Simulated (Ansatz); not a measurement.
Start from PbS in the rock salt structure (space group Fm-3m, No. 225; a = 5.903 Å). Axes: x, y, z lie along the cube axes.

Computed with PBEsol (Ansatz, a program for electronic structure, PAW, no spin-orbit coupling), earlier PAW set.

Before the change:

The valley order is L along ⟨111⟩ 0.20 eV; a point along ⟨110⟩, about 0.7 Å⁻¹ from Γ 1.15 eV.

It is then changed as follows: strain tensor (xx, yy, zz, yz, xz, xy) = (+0.30, +0.95, −0.28, +1.22, +0.01, −0.38) %; the atoms relax in the strained cell.

### Question
How does this affect the stress and valley order?

### Answer
The stress (xx, yy, zz, yz, xz, xy; compression positive) comes out as (-0.55, -1.33, 0.22, -0.48, 0.01, 0.14) GPa; the valley order (the lowest conduction-band minima on the path, energy above the VBM, named in the base's zone) changes from L along ⟨111⟩ 0.20 eV; a point along ⟨110⟩, about 0.7 Å⁻¹ from Γ 1.15 eV to L along [11-1] 0.09 eV; L along [1-11] 0.12 eV; L along [111] 0.21 eV; L along [1-1-1] 0.25 eV.

With Pb present, leaving out spin-orbit coupling can change the band edges. The levels and masses belong to the bands next to the band gap. Whether these cells are dynamically stable was not tested.
